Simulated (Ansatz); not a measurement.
Given:

```
LiH
1.0
    0.00000     1.98996     1.98996
    1.98996     0.00000     1.98996
    1.98996     1.98996     0.00000
Li H
1 1
Cartesian
  0.00000   0.00000   0.00000
  1.98996   1.98996   1.98996
```

These are PBEsol, rigid bands (plane waves, PAW, scalar-relativistic; Ansatz, a first-principles code) values and carry that method's errors. Geometry: cell and atoms relaxed with PBEsol.

Problem. Predict the hole conductivity mass (n e² τ/σ) at 300 K, by direction if it differs.

Solution. 0.40 mₑ.

Problem. Predict the electron conductivity mass (n e² τ/σ) at 300 K, by direction if it differs.

Solution. 0.28 mₑ.

Problem. And the band gap?

Solution. 2.73 eV at this level; semilocal functionals usually fall short of the measured gap.

Rigid bands, one relaxation time for all states, no polarons. Spin-orbit coupling is left out.
